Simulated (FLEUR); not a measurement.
**Input and output of a self-consistent single point for Li (Im-3m, 1 atom in the cell) (FLEUR)**

Level of theory: PBEsol, all-electron FLAPW (FLEUR), scalar-relativistic valence in FLEUR.

Input:

Input of the input generator:

```
Li FLAPW
&input film=f /
-0.5773502692 0.5773502692 0.5773502692
0.5773502692 -0.5773502692 0.5773502692
0.5773502692 0.5773502692 -0.5773502692
5.7286970843
1.0 1.0 1.0

1
3 0.0000000000 0.0000000000 0.0000000000

&comp jspins=1 /
&exco xctyp='PBEs' /
&kpt div1=9 div2=9 div3=9 /
&end /
```

```xml
<?xml version="1.0" encoding="UTF-8" standalone="no"?>
<fleurInput fleurInputVersion="0.39">
   <comment>
      Li FLAPW                                                                                            
   </comment>
   <calculationSetup>
      <cutoffs Kmax="3.8" Gmax="15.2" GmaxXC="15.2" numbands="0"/>
      <scfLoop itmax="80" minDistance="0.00001" maxIterBroyd="40" imix="Anderson" alpha="0.05" precondParam="0.0" spinf="2.0"/>
      <coreElectrons ctail="T" frcor="F" kcrel="0" coretail_lmax="0"/>
      <xcFunctional name="PBEs" relativisticCorrections="F"/>
      <magnetism jspins="1"/>
      <soc l_soc="F" theta="0.0" phi="0.0" spav="F"/>
      <expertModes spex="0" secvar="F"/>
      <geometryOptimization l_f="T" forcealpha="1.0" forcemix="BFGS" epsdisp="0.00001" epsforce="0.00001"/>
      <ldaU l_linMix="F" mixParam="0.05" spinf="1.0"/>
   </calculationSetup>
   <cell>
      <bzIntegration valenceElectrons="1.0" mode="hist" fermiSmearingEnergy="0.00367493">
         <kPointListSelection listName="default-1"/>
         <!-- k-points included here -->
         <xi:include xmlns:xi="http://www.w3.org/2001/XInclude" href="kpts.xml"> </xi:include>
      </bzIntegration>
      <!-- symmetry operations included here -->
      <xi:include xmlns:xi="http://www.w3.org/2001/XInclude" href="sym.xml"> </xi:include>
      <bulkLattice scale="1.0">
         <bravaisMatrix>
            <row-1>   -3.3074648037858601     3.3074648037858601     3.3074648037858601</row-1>
            <row-2>    3.3074648037858601    -3.3074648037858601     3.3074648037858601</row-2>
            <row-3>    3.3074648037858601     3.3074648037858601    -3.3074648037858601</row-3>
         </bravaisMatrix>
      </bulkLattice>
   </cell>
   <atomSpecies>
      <species name="Lithium (Li)" element="Li" atomicNumber="3">
         <mtSphere radius="2.67" gridPoints="923" logIncrement="0.011"/>
         <atomicCutoffs lmax="10" lnonsphr="8"/>
         <electronConfig flipSpins="F">
            <coreConfig>(1s1/2)</coreConfig>
            <valenceConfig>(2s1/2)</valenceConfig>
            <stateOccupation state="(2s1/2)" spinUp="0.5" spinDown="0.5"/>
         </electronConfig>
         <energyParameters s="2" p="2" d="3" f="4"/>
      </species>
   </atomSpecies>
   <atomGroups>
      <atomGroup species="Lithium (Li)">
         <relPos label="                   1">.0000000000 .0000000000 .0000000000</relPos>
         <force calculate="T" relaxXYZ="TTT"/>
      </atomGroup>
   </atomGroups>
   <output dos="F" band="F" slice="F">
      <checks vchk="F" cdinf="F"/>
      <bandDOS minEnergy="-.5*Htr" maxEnergy="0.5*Htr" sigma="0.015" storeEVData="T"/>
      <vacuumDOS vacdos="F" integ="F" star="F" nstars="0" locx1="0.0" locy1="0.0" locx2="0.0" locy2="0.0" nstm="0" tworkf="0.0"/>
      <unfoldingBand unfoldBand="F" supercellX="1" supercellY="1" supercellZ="1"/>
      <plotting iplot="0" polar="F">
         <plot TwoD="T" vec1="  1.0  0.0  0.0" vec2="  0.0  1.0  0.0" vec3="  0.0  0.0  1.0" zero="  0.0  0.0  0.0" file="plot"/>
      </plotting>
      <chargeDensitySlicing numkpt="0" minEigenval="0.0" maxEigenval="0.0" nnne="0" pallst="F"/>
      <specialOutput eonly="F"/>
      <magneticCircularDichroism mcd="F" energyLo="-10.0" energyUp="0.0"/>
   </output>
  <!-- We include the file relax.xml here to enable relaxations (see documentation) -->
  <xi:include xmlns:xi="http://www.w3.org/2001/XInclude" href="relax.xml"> <xi:fallback/> </xi:include>
</fleurInput>
```

Output (repeated stretches shortened):

```
      Welcome to FLEUR        (www.flapw.de)
      MaX-Release 8.1          (www.max-centre.eu)

 ========== k-point set info ==========
 Selected k-point list: default-1
 k-point list type: mesh
 9 x 9 x 9
 Number of k points: 35

 ------------Calculation Setup---------------------------
           1           5           7          35
 Number of basis functions:          142
 Iteration:     1   Distance:       0.80656543 me/bohr^3
 Iteration:     2   Distance:       0.75398507 me/bohr^3
 Iteration:     3   Distance:       0.05657731 me/bohr^3
 Iteration:     4   Distance:       0.00416714 me/bohr^3
 Iteration:     5   Distance:       0.00269285 me/bohr^3
 Iteration:     6   Distance:       0.00003339 me/bohr^3
 Iteration:     7   Distance:       0.00006695 me/bohr^3
 Iteration:     8   Distance:       0.00000065 me/bohr^3

 Run finished successfully
 Stop message:
   Structural relaxation: Done

[file out, last iteration]
             iter=      9
          p o t e n t i a l   g e n e r a t o r
[...]
          integral of pseudo charge density inside the slab=        0.000000   0.000000
     coulomb potential in the interstitial region:
          density-coulomb potential integrals
          total density-coulomb potenti       -8.4592880578
          density-effective potential integrals for spin  1
          total density-effective poten   -1.0776586866E+01
          charge density-energy density integrals
          total charge density-energy d   -1.7915827208E+00
 Updated energy parameters for spin:           1
  Atom    1 2s branch from -1.68 to  0.97 htr. ; e_l =  0.0713
  Atom    1 2p branch from -9.99 to  0.84 htr. ; e_l =  0.1564
  Atom    1 3d branch from -9.99 to  1.94 htr. ; e_l =  0.3497
  Atom    1 4f branch from -9.99 to  3.11 htr. ; e_l =  0.5096
[...]
 fermi energy and band-weighting factors:
at  -0.33333   0.44444   0.44444   k-weight:    0.010974
    5 eigenvalues :
    0.157944    0.157944    0.213740    0.372560    0.372560
   [... 2 blocks of this kind left out ...]

[...]
FERMIE:
          first approx. to ef    (T=0)  :   0.010300 htr   (energy of the highest occ. eigenvalue)
          number of occ. states  (T=0)  :         18
          first approx. to seigv (T=0)  :  -0.036795 htr
          sum of weights of occ. states :   0.522634
          sum of semicore charge        :   0.000000 e
FERHIS:  Fermi-Energy by histogram:
          bandgap                     :   0.009522 htr
          charge neutrality (T=0)     :   0.045267    (zero if the highest occ. eigenvalue is "entirely" occupied)
     EF_NEWTON:  Adjust Fermi-Energy by Newton-Method.
               Number of iterations needed  :   4
               The error in the weight is   : -0.19642E-11
               The error in ef is           :  0.30308E-12 htr
     -->  new fermi energy            :   0.012685 htr
          valence charge              :   1.000000 e
          actual charge blw ef-8kt    :   0.683128 e
          actual charge blw ef+8kt    :   1.000000 e
          number of occ. states       :        24
          sum of the valence weights  :    0.500000
          entropy         :   0.150858 *kb htr/K =   0.00000 htr/K
          sum of val. single particle energies:        -0.0371088689 htr
          valence density: spin= 1
[...]
     l-like charge
     atom     s        p        d        f        total
 -->  1    0.27432  0.22926  0.00946  0.00057    0.51365
          total charge for spin  1=    1.000000
          interst. charge =       0.486349
          mt charge=              0.513651
          total charge  =    1.000000
          z=  3.     r(1)=  0.105171E-03     dx= 0.011000     m.t.index= 923
               n    l     j    energy       weight
               1.   0.   0.5   -1.6795      2.0000
          atom type    1  (spin 1)
          kinetic energy=  0.708646923931E+01     sum of the eigenvalues= -0.335909075093E+01
          0.00079169  electrons lost from core.
          total charge for spin  1=    3.000000
          interst. charge =       0.487115
          mt charge=              2.512885
          total charge  =    3.000000
          zc=     3.000000     qfix=    1.000000
     t o t a l  e n e r g y
          sum of eigenvalues =                -3.3961996198
          density-coulomb potential int       -8.4592880578
          density-effective potential i      -10.7765868663
          charge density-ex.-corr.energ       -1.7915827208
          el.-nucl. inter. diff. m.t.          8.4334282322
          Madelung term for atom type:        -0.3855367700
 ---->    total energy=                       -7.4598045054 htr
 ---->    (input%tkb*entropy) TS=              0.0005543931 htr
 ---->    free energy=                        -7.4603588985 htr
      extrapolation for T->0
 ---->    total electron energy=              -7.4600817019 htr
 ***** TOTAL FORCES ON ATOMS *****
 TOTAL FORCE FOR ATOM TYPE=  1  X=  0.000   Y=  0.000   Z=  0.000
                       FX_TOT= 0.000000 FY_TOT= 0.000000 FZ_TOT= 0.000000
 Structural relaxation: Done
```

The run converged in 8 iterations. FLEUR gives forces in its relaxation mode, with a further iteration, so its stop message speaks of a relaxation.

The starting cell has typed, rounded lattice constants, without a prior relaxation at this level. Its lattice was rescaled by up to half a per cent. Values depend on the basis (sphere radii, cutoffs, local orbitals), which need not be converged. The log's line on a gap gives a spacing of levels on this mesh, which the program prints for metals too.
